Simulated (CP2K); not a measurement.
A self-consistent single point of TiFeH2 (P1, 8 atoms in the cell) with CP2K.

Level of theory: LDA (Pade form), GPW, DZVP-MOLOPT-SR-GTH basis, GTH-PADE potentials (GTH_POTENTIALS) run with CP2K.

The change in words: atoms moved at random. Reference geometry:
```yaml
crystal:
  lattice:
    - [2.80811, 0.00000, 0.00000]
    - [0.00000, 4.73793, 0.00000]
    - [0.00000, 0.00000, 4.55451]
  atoms:
    - { symbol: Ti, position: [0.50000, 0.29982, 0.28994] }
    - { symbol: Ti, position: [0.50000, 0.70018, 0.78994] }
    - { symbol: Fe, position: [0.00000, 0.18703, 0.78968] }
    - { symbol: Fe, position: [0.00000, 0.81297, 0.28968] }
    - { symbol: H, position: [0.50000, 0.93246, 0.44952] }
    - { symbol: H, position: [0.50000, 0.06754, 0.94952] }
    - { symbol: H, position: [0.00000, 0.47856, 0.55285] }
    - { symbol: H, position: [0.00000, 0.52144, 0.05285] }
```

Reference input (self-consistent single point, DFT LDA (Pade form), GPW, DZVP-MOLOPT-SR-GTH basis, GTH-PADE potentials (GTH_POTENTIALS)): CUTOFF = 600 Ry; REL_CUTOFF = 40 Ry; SMEAR/METHOD = GAUSSIAN; SIGMA = 0.1 eV; KPOINTS/SCHEME = MONKHORST-PACK 8 5 5; GAMMA_CENTERED = T; XC_FUNCTIONAL = PADE; Ti/BASIS_SET = DZVP-MOLOPT-SR-GTH-q12; Ti/POTENTIAL = GTH-PADE-q12; Fe/BASIS_SET = DZVP-MOLOPT-SR-GTH-q16; Fe/POTENTIAL = GTH-PADE-q16; H/BASIS_SET = DZVP-MOLOPT-SR-GTH-q1. This run's input differs from it in these lines:

```diff
@@ -70,10 +70,10 @@
       SCALED
-      Ti       0.50000000     0.29982000     0.28994000
-      Ti       0.50000000     0.70018000     0.78994000
-      Fe       0.00000000     0.18703000     0.78968000
-      Fe       0.00000000     0.81297000     0.28968000
-      H        0.50000000     0.93246000     0.44952000
-      H        0.50000000     0.06754000     0.94952000
-      H        0.00000000     0.47856000     0.55285000
-      H        0.00000000     0.52144000     0.05285000
+      Ti       0.50176900     0.29519500     0.26873500
+      Ti       0.49611800     0.68597000     0.79858700
+      Fe      -0.00802300     0.19468200     0.80479200
+      Fe       0.00117100     0.81647800     0.30240100
+      H        0.53557600     0.94218100     0.43984400
+      H        0.47194900     0.08163900     0.94778600
+      H        0.00246300     0.47201700     0.55213900
+      H       -0.00102300     0.51183800     0.04969700
     &END COORD
```

Output, abridged:

```
 SCF WAVEFUNCTION OPTIMIZATION

  Step     Update method      Time    Convergence         Total energy    Change
     1 NoMix/Diag. 0.20E+00      -     1.88458713      -366.9648062284 -3.67E+02
     2 Broy./Diag. 0.20E+00      -     0.85715740      -363.0360958011  3.93E+00
     3 Broy./Diag. 0.20E+00      -     0.72481364      -376.8447649990 -1.38E+01
     4 Broy./Diag. 0.20E+00      -     0.19479314      -366.6854960041  1.02E+01
     5 Broy./Diag. 0.20E+00      -     0.15611881      -366.5482891811  1.37E-01
     6 Broy./Diag. 0.20E+00      -     0.08090386      -366.1171894007  4.31E-01
   [... 8 lines left out ...]
    15 Broy./Diag. 0.20E+00      -     0.00004994      -365.8103735869 -2.24E-04
    16 Broy./Diag. 0.20E+00      -     0.00000488      -365.8102387799  1.35E-04
    17 Broy./Diag. 0.20E+00      -     0.00000189      -365.8102270523  1.17E-05
    18 Broy./Diag. 0.20E+00      -     0.00000068      -365.8102201376  6.91E-06
  *** SCF run converged in    18 steps ***

  Overlap energy of the core charge distribution:               0.00000000000514
  Self energy of the core charge distribution:               -620.64153544542944
  Core Hamiltonian energy:                                    168.42826970523470
  Hartree energy:                                             128.43660514782593
  Exchange-correlation energy:                                -42.03261441188196
  Smearing free energy correction:                             -0.00094513366339
  Fermi energy:                                                 0.44312494897446

  Total energy:                                              -365.81022013762339
  Total energy (extrapolated to sigma->0):                   -365.80974757079167

                     Mulliken Population Analysis

   [... lines left out ...]

 STRESS| Analytical stress tensor [bar]
 STRESS|                        x                   y                   z
 STRESS|      x       -8.45412721611E+04  -1.67881816585E+04  -2.29152234647E+03
 STRESS|      y       -1.67881816585E+04  -1.10150181291E+05  -1.17880369436E+04
 STRESS|      z       -2.29152234647E+03  -1.17880369436E+04  -9.17071596807E+04
 STRESS| 1/3 Trace                                            -9.54662043775E+04
```

The run converged in 18 iterations. Against the reference run the free energy rises by 27.0 meV/atom, the pressure goes from -12.10 to -9.55 GPa and the largest force goes from 0.142 to 1.306 eV/Å.

The starting cell comes from a database of computed structures (which also holds hypothetical and non-ambient phases and stackings), without a prior relaxation at this level. Its lattice was rescaled by a random factor within 2.5 % of one. For this run, on top of that: atoms moved at random. Spin polarisation is off. Values carry the incompleteness of an atom-centred basis. With a pressure of about -10 GPa the cell is away from its equilibrium volume at this level. Forces in this geometry exceed 1 eV/Å.

Cost on one core of a shared machine: roughly 70 s.
